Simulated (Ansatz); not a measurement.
An Ansatz (a quantum-chemistry and plane-wave program) input (Ansatz, r2SCAN, PAW, cutoff 500 eV, no spin-orbit coupling):

Ansatz 0.2 input:
```yaml
crystal:
  lattice:
    - [3.2596865845, 0, 0]
    - [-1.6298432923, 2.8229713906, 0]
    - [0, 0, 6.9403273274]
  atoms:
    - { symbol: B, position: [0, 0.5, 0.3333333333] }
    - { symbol: B, position: [0.5, 0.5, 0.6666666667] }
    - { symbol: B, position: [0.5, 0, 0] }
    - { symbol: P, position: [0, 0.5, 0.8333333333] }
    - { symbol: P, position: [0.5, 0.5, 0.1666666667] }
    - { symbol: P, position: [0.5, 0, 0.5] }
basis: { ecutwfc: 500, ecutrho_ratio: 4, xc_grid: 4, fft_grid_basis: typed }
kpoints: { mp_grid: { grid: [12, 12, 5] } }
hamiltonian:
  xc: r2scan
  dispersion: none
  pseudopotentials: { kind: paw }
scf: { occupations: { method: fermi_dirac, width: 0.05 }, convergence: { dr2_threshold: 0.0000000006 } }
output: { forces: true, stress: true }
checkpoint: { write: state.ck, write_every: 1000 }
```

**Question.** Which symmetry and how many k-points will the program report, and about how many plane waves at Γ?

**Answer.** Space group P6422 (ITA 181) with 12 operations, k-points 57 of 720, and 1591 plane waves at Γ.

**Question.** And the final pressure?

**Answer.** 3.57 GPa (compression positive).

Single points use the geometry relaxed with PBEsol. Stability against distortions was not tested. The cell is BP (space group P6_422, No. 181; a hypothetical phase, not in the database extracts checked).
